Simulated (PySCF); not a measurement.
PySCF 2.14.0, PBE/def2-svp, df: Si(H)(Cl)(Vi)(OH) (C=C[SiH](O)Cl), 10 atoms. The geometry is a generated start, not checked to be a minimum at this level.

```yaml
task: energy
method: pbe
basis: def2-svp
two_electron_scheme: density fitting
mol.max_memory: 3000 MB
mf.max_cycle: 100
mf.conv_tol: 1e-09 (default)
mf.grids.level: 3 (default)
basis_functions: 103
grid_points: 129424
```

```xyz
10

Si     0.6786     0.7618     0.5428
O      1.8122     0.3483    -0.5411
Cl     1.2932     0.2428     2.4070
C     -0.9699    -0.0944     0.2328
C     -1.2513    -0.7950    -0.8562
H      0.6331     2.2068     0.4072
H      2.2752    -0.4862    -0.5220
H     -1.7358     0.0023     0.9920
H     -2.2081    -1.2668    -1.0168
H     -0.5273    -0.9195    -1.6459
```

With the defaults (mf.DIIS = CDIIS, mf.diis = true, mf.level_shift = 0, mf.diis_space = 8, mf.init_guess = minao) it converges in 13 Fock builds. One run each on 2 threads, 1 BLAS thread, with these changes:
- mf.DIIS = EDIIS
- mf.init_guess = 1e
- mf.diis_space = 5
- mf.diis = false
- mf.diis_space = 12
- mf.level_shift = 0.1 Hartree
- mf.level_shift = 1 Hartree
- mf.level_shift = 0.3 Hartree
- mf.diis_space = 3

Question: Which of these changes keep the SCF from converging, or lead it to another solution?

Answer: No convergence: mf.DIIS = EDIIS; mf.diis = false (the run ends without SCF convergence in 100 cycles). The rest reach the solution of the defaults.

| setting | Fock builds | end |
|---|---|---|
| the defaults | 13 | same solution |
| mf.level_shift = 0.1 Hartree | 13 | same solution |
| mf.diis_space = 12 | 13 | same solution |
| mf.diis_space = 5 | 14 | same solution |
| mf.level_shift = 0.3 Hartree | 15 | same solution |
| mf.init_guess = 1e | 19 | same solution |
| mf.diis_space = 3 | 29 | same solution |
| mf.level_shift = 1 Hartree | 34 | same solution |
| mf.DIIS = EDIIS | 101 | no convergence |
| mf.diis = false | 101 | no convergence |
